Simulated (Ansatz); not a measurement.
Results of LDA (Ansatz, a first-principles code, plane waves, PAW) for 1T (CdI2-type) PtTe₂.

Numerical settings: plane-wave cutoff 520 eV, 18×18×12 k mesh (along the axes of the cell as run), Fermi–Dirac smearing 0.067 eV (set by the program), scalar-relativistic PAW data made under PBE.

Cell (measured lattice):

```yaml
crystal:
  lattice:
    - [4.02590, 0.00000, 0.00000]
    - [-2.01295, 3.48653, 0.00000]
    - [0.00000, 0.00000, 5.22090]
  atoms:
    - { symbol: Te, position: [0.33333, 0.66667, 0.25798] }
    - { symbol: Te, position: [0.66667, 0.33333, 0.74202] }
    - { symbol: Pt, position: [0.00000, 0.00000, 0.00000] }
```

Give the computed elastic constant C66, elastic constant C44, elastic constant C13, Voigt–Reuss–Hill bulk modulus, Voigt–Reuss–Hill shear modulus (Hill average), elastic constant C11, elastic constant C12 and elastic constant C33.


- elastic constant C66: 53.4 GPa
- elastic constant C44: 32.8 GPa
- elastic constant C13: 32.3 GPa
- Voigt–Reuss–Hill bulk modulus: 57.6 GPa
- Voigt–Reuss–Hill shear modulus (Hill average): 35.9 GPa
- elastic constant C11: 159 GPa
- elastic constant C12: 51.8 GPa
- elastic constant C33: 52.6 GPa

Note: the cell isn't this level's own, so it is under some stress, which shifts stiffness and frequencies.

Elastic constants are with the ions relaxed.

Spin–orbit coupling is not included.

Static lattice: no zero-point or thermal effects.

The result took around 60 core-minutes (rough).
